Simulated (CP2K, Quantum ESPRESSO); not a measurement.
A CP2K input for a self-consistent single point of InPd (Pm-3m, 2 atoms in the cell) (DFT PBEsol, GPW, TZVP-MOLOPT-SR-GTH basis, GTH-PBE potentials (GTH_POTENTIALS)):

```
&GLOBAL
  PROJECT bulk
  RUN_TYPE ENERGY_FORCE
  PRINT_LEVEL LOW
&END GLOBAL
&FORCE_EVAL
  METHOD Quickstep
  STRESS_TENSOR ANALYTICAL
  &DFT
    BASIS_SET_FILE_NAME BASIS_MOLOPT_UCL
    POTENTIAL_FILE_NAME GTH_POTENTIALS
    &QS
      METHOD GPW
      EPS_DEFAULT 1E-10
    &END QS
    &MGRID
      CUTOFF 500
      REL_CUTOFF 50
      NGRIDS 5
    &END MGRID
    &SCF
      SCF_GUESS ATOMIC
      EPS_SCF 1E-7
      MAX_SCF 100
      ADDED_MOS 6
      &DIAGONALIZATION
        ALGORITHM STANDARD
      &END DIAGONALIZATION
      &MIXING
        METHOD BROYDEN_MIXING
        ALPHA 0.2
        NBUFFER 10
      &END MIXING
      &SMEAR ON
        METHOD GAUSSIAN
        SIGMA [eV] 0.272
      &END SMEAR
    &END SCF
    &KPOINTS
      SCHEME MONKHORST-PACK 10 10 10
      GAMMA_CENTERED T
    &END KPOINTS
    &XC
      &XC_FUNCTIONAL
        &PBE
          PARAMETRIZATION PBESOL
        &END PBE
      &END XC_FUNCTIONAL
    &END XC
    &PRINT
      &MO
        EIGENVALUES T
        OCCUPATION_NUMBERS T
        NDIGITS 8
        FILENAME mo
        &EACH
          QS_SCF 0
        &END EACH
        ADD_LAST NUMERIC
      &END MO
      &MULLIKEN OFF
      &END MULLIKEN
    &END PRINT
  &END DFT
  &SUBSYS
    &CELL
      A 3.33110100 0.00000000 0.00000000
      B 0.00000000 3.33110100 0.00000000
      C 0.00000000 0.00000000 3.33110100
      PERIODIC XYZ
    &END CELL
    &COORD
      SCALED
      In       0.00000000     0.00000000     0.00000000
      Pd       0.50000000     0.50000000     0.50000000
    &END COORD
    &KIND In
      BASIS_SET TZVP-MOLOPT-SR-GTH-q13
      POTENTIAL GTH-PBE-q13
    &END KIND
    &KIND Pd
      BASIS_SET TZVP-MOLOPT-SR-GTH-q18
      POTENTIAL GTH-PBE-q18
    &END KIND
  &END SUBSYS
  &PRINT
    &FORCES ON
    &END FORCES
    &STRESS_TENSOR ON
    &END STRESS_TENSOR
  &END PRINT
&END FORCE_EVAL
```

Question: Translate this input to Quantum ESPRESSO.

Answer: One input that does it (others would too):

```fortran
&CONTROL
    calculation = 'scf'
    prefix = 'scf'
    outdir = './tmp'
    pseudo_dir = './'
    tprnfor = .true.
    tstress = .true.
/
&SYSTEM
    ibrav = 0
    nat = 2
    ntyp = 2
    ecutwfc = 60
    ecutrho = 480
    occupations = 'smearing'
    smearing = 'gauss'
    degauss = 0.019992
    input_dft = 'pbesol'
/
&ELECTRONS
    conv_thr = 1.0d-10
    mixing_beta = 0.3
/
ATOMIC_SPECIES
In   114.8180  In.pbe-dn-rrkjus_psl.0.2.2.UPF
Pd   106.4200  Pd_ONCV_PBE-1.0.oncvpsp.upf
ATOMIC_POSITIONS {alat}
In    0.0000000000    0.0000000000    0.0000000000
Pd    0.5000000000    0.5000000000    0.5000000000
K_POINTS {automatic}
10 10 10  0 0 0
CELL_PARAMETERS {angstrom}
   3.3311010000     0.0000000000     0.0000000000
   0.0000000000     3.3311010000     0.0000000000
   0.0000000000     0.0000000000     3.3311010000
```

Basis, cutoffs, solver keys and any potentials are the target program's own. This input uses DFT, PBEsol, plane waves, SSSP 1.1.2 efficiency (PBE) pseudopotentials. Both were run: pressure -7.13 GPa in CP2K and -8.37 in Quantum ESPRESSO.

On Quantum ESPRESSO: the starting cell comes from a database of computed structures (which also holds hypothetical and non-ambient phases and stackings), without a prior relaxation at this level. Its lattice was rescaled by a random factor within 2.5 % of one. Spin polarisation is off. With a pressure of about -8 GPa the cell is away from its equilibrium volume at this level.

On CP2K: the starting cell comes from a database of computed structures (which also holds hypothetical and non-ambient phases and stackings), without a prior relaxation at this level. Its lattice was rescaled by a random factor within 2.5 % of one. Spin polarisation is off. Values carry the incompleteness of an atom-centred basis. The potentials were made for another functional than the one used. With a pressure of about -7 GPa the cell is away from its equilibrium volume at this level.
